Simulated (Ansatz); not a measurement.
For AlPd (model structure, Fm-3m, No. 225, 2 atoms in the cell), LDA (plane waves, PAW; Ansatz, a program for electronic structure) gives:

| Item | Value |
|---|---|
| equilibrium lattice constant a | 5.022 Å |
| bulk modulus | 132 GPa |
| cohesive energy | 4.96 eV/atom |

**Question.** What does r²SCAN in Ansatz (PAW) give for the same quantities?

**Answer.** 
- lattice constant a: 5.088 Å (rises by 1.3 %)
- bulk modulus: 119 GPa (drops by 9.8 %)
- cohesive energy: 4.22 eV/atom (falls by 0.74 eV/atom)

Changes are worked out from the printed values.

Unless a cell is named, each level is at its own relaxed cell (LDA 15.83, r²SCAN 16.47 Å³/atom).

The crystal itself was run without spin with LDA, r²SCAN; a magnetic state was not tried in these runs.

Caveats: the bulk modulus is −V dP/dV from two relaxed cells at ±2 % in volume (LDA, r²SCAN). Ansatz's density-functional and Hartree–Fock values are scalar-relativistic unless marked +SOC, with PAW data made under PBE.

A model structure was made by putting elements into a prototype or built by hand; it is no filed structure, need not be a known phase, and can be a saddle point held by its symmetry.
